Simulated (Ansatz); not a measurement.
Defect migration in alpha quartz: Cl-vacancy pair (Cl on one host O site, one O site vacant), charge state +1. Computed with PBE, PAW (plane waves to 420 eV; Ansatz, a first-principles code).

72-site cell at the relaxed PBE lattice, the Γ point alone, smearing 0.01 eV, spin-restricted, no finite-size correction. Energies are static. The charge state is imposed; whether it is stable for some Fermi level was not computed. Forms of the defect that were not tried may lie lower.

Barriers: single points on a 2×2×2 k-point mesh shifted by half a step along c at the bands' geometries.

The step: one O atom jumps into the vacancy from a nearby O site (Cl-vacancy distance between ideal sites 2.63 → 5.06 Å). Atoms about the jump, Cartesian Å from the middle of the jump, before and after:

| atom | x0 | y0 | z0 | x1 | y1 | z1 |
|---|---|---|---|---|---|---|
| O1 | -0.94 | -0.04 | 0.61 | 0.94 | 0.04 | -0.61 |
| Si2 | 0.13 | -1.00 | -0.16 | -0.08 | -0.98 | 0.22 |
| Si3 | -1.00 | 1.10 | 1.78 | -0.91 | 0.78 | 1.64 |
| Si4 | 1.11 | 0.77 | -1.52 | 1.31 | 1.12 | -1.71 |
| O5 | -0.70 | -2.06 | -1.07 | -0.93 | -1.77 | -0.93 |
| O6 | -1.54 | 2.49 | 1.12 | -1.41 | 2.05 | 0.74 |
| O7 | 0.48 | 1.33 | 2.40 | 0.47 | 1.28 | 2.37 |
| O8 | 1.10 | -1.79 | 0.89 | 0.89 | -2.04 | 0.99 |
| O9 | 1.76 | 2.02 | -0.76 | 2.04 | 2.42 | -1.18 |
| O10 | -2.00 | 0.57 | 2.94 | -2.01 | 0.46 | 2.80 |
| O11 | 0.24 | 1.28 | -2.78 | 0.30 | 1.42 | -2.90 |
| Cl12 | 2.85 | -0.09 | -2.63 | 2.86 | -0.06 | -2.70 |

Problem. Where do these atoms stand at the saddle point, and how high is it?

Solution. 
| atom | x | y | z |
|---|---|---|---|
| O1 | -0.26 | 0.21 | 0.09 |
| Si2 | -0.50 | -1.44 | 0.44 |
| Si3 | -0.82 | 1.08 | 1.59 |
| Si4 | 0.91 | 0.91 | -1.41 |
| O5 | -0.85 | -2.12 | -1.00 |
| O6 | -1.34 | 2.48 | 0.95 |
| O7 | 0.57 | 1.31 | 2.37 |
| O8 | 0.92 | -2.00 | 1.02 |
| O9 | 1.65 | 2.18 | -0.78 |
| O10 | -1.95 | 0.52 | 2.62 |
| O11 | 0.10 | 1.37 | -2.73 |
| Cl12 | 2.78 | -0.02 | -2.68 |
It lies 3.30 eV above the start and 3.00 eV above the end. The saddle point's order was not checked.
